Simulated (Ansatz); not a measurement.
We consider Sb (model structure, within 0.1 Å of Pm-3m, No. 221, 3 atoms in the cell), described by LDA in Ansatz (PAW).

Numerical settings: plane-wave cutoff 520 eV, 18×18×10 k mesh (along the axes of the cell as run), Fermi–Dirac smearing 0.05 eV, scalar-relativistic PAW data made under PBE.

Cell (relaxed at this level):

```cif
data_Sb
_chemical_formula_sum 'Sb1'
_space_group_name_H-M_alt 'Pm-3m'
_space_group_IT_number 221
_space_group_name_Hall '-P 4 2 3'
_cell_length_a 3.04065
_cell_length_b 3.04065
_cell_length_c 3.04065
_cell_angle_alpha 90.000
_cell_angle_beta 90.000
_cell_angle_gamma 90.000
loop_
_atom_site_label
_atom_site_type_symbol
_atom_site_symmetry_multiplicity
_atom_site_Wyckoff_symbol
_atom_site_fract_x
_atom_site_fract_y
_atom_site_fract_z
_atom_site_occupancy
Sb1 Sb 1 b 0.50000 0.50000 0.50000 1
```
(The calculation used a cell of 3 atoms; values per cell refer to that cell.)

Q: Give the computed bulk modulus B0.

A: 
bulk modulus B0: 65.8 GPa

The run finds no gap.

Note: the bulk modulus is −V dP/dV from two relaxed cells at ±2 % in volume.

Spin–orbit coupling is not included; it can open a gap where bands touch, and shift volumes and moduli.

The result took roughly 11 core-minutes.

A model structure was made by putting elements into a prototype or built by hand; it is no filed structure, need not be a known phase, and can be a saddle point held by its symmetry.

Ansatz is a quantum-chemistry and plane-wave program.
